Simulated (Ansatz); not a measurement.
The starting structures come from a database of crystals and need not be the phases stable at ambient conditions.

Inside the gap of an insulator the Bloch states are evanescent, with a wavenumber k + iκ along the transport direction.

Input:

```xyz
20
Lattice="4.9439 0.0000 0.0000 0.0000 5.0851 0.0000 0.0000 0.0000 7.2317" Properties=species:S:1:pos:R:3 pbc="T T T"
Al     3.6973     4.9300     2.8233
Al     1.2466     0.1551     4.4085
Al     3.7185     2.3874     0.7926
Al     1.2253     2.6977     6.4391
Al     3.7185     0.1551     6.4391
Al     1.2253     4.9300     0.7926
Al     3.6973     2.6977     4.4085
Al     1.2466     2.3874     2.8233
O      4.4148     4.5665     4.7296
O      0.5291     0.5186     2.5022
O      3.0010     2.0240     6.1181
O      1.9428     3.0611     1.1137
O      3.0010     0.5186     1.1137
O      1.9428     4.5665     6.1181
O      4.4148     3.0611     2.5022
O      0.5291     2.0240     4.7296
O      4.6996     3.8138     0.0000
O      0.2442     1.2713     0.0000
O      2.7162     1.2713     3.6159
O      2.2277     3.8138     3.6159
```

Space group of this cell: Pbcn. The cell is strained (all lengths scaled by 1.02); by r2SCAN its mean pressure is -19.5 GPa.

Transport runs along the normal of the first two printed cell vectors.

No gap correction and no spin-orbit coupling; mid-gap values are interpolated between computed energies.

Problem. Estimate the band gap and the smallest decay constant κ at mid-gap that r2SCAN in Ansatz (a program for electronic structure) returns for this system.

Solution. Gap 5.49 eV on a 6×6×4 mesh; κ = 0.346 1/Å, at the zone centre.
